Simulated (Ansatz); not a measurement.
Start from SnTe in the rock salt structure (space group Fm-3m, No. 225).

```
SnTe
1.0
    0.00000     3.14456     3.14456
    3.14456     0.00000     3.14456
    3.14456     3.14456     0.00000
Sn Te
1 1
Direct
  0.00000   0.00000   0.00000
  0.50000   0.50000   0.50000
```

Cartesian axes are those of the cell as printed.

Computed with Ansatz (a quantum-chemistry and plane-wave program), PBEsol, PAW, cutoff 420 eV, no SOC.

One thing is altered: uniaxial strain ε_zz = +1.50 %, all other strain components held at zero, atoms relaxed at fixed cell.

Predict the stress tensor and what it implies for the stiffness.

Stress of the strained cell less that of the base (GPa, compression positive):
```
  -0.04    0.00    0.00
   0.00   -0.04    0.00
   0.00    0.00   -1.87
```

Then −Δσ_ii/ε with ε = 0.0150 gives secant stiffness values (nonlinear terms included at this strain): C33 ≈ 125 GPa.

Whether these cells are dynamically stable was not tested.
